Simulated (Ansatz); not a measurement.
Here is the system:

```
CELL_PARAMETERS angstrom
      3.40592     0.00000     0.00000
      1.70296     2.94962     0.00000
      0.00000     0.00000     4.97498
ATOMIC_POSITIONS crystal
  Zr 0.33333 0.33333 0.75000
  Zr 0.66667 0.66667 0.25000
```

No spin polarisation.

Method: r2SCAN (Ansatz, a first-principles code, PAW, no spin-orbit coupling), earlier PAW set. Settings: 20×20×11 k-points, 0.1 eV Fermi–Dirac smearing.

Task: What band gap does the calculation give?

Result: Zero.

Task: What is the computed mean in-plane stress (compression positive)?

Result: -7.3 GPa.

The cells carry an imposed strain or load. No phonon test of stability was made. All final runs are without spin polarisation. The cell was made from Zr in the hcp (Mg type) structure (space group P6_3/mmc, No. 194) by this change: biaxial strain +4.98 %, plane normal [001], relaxed out of plane.
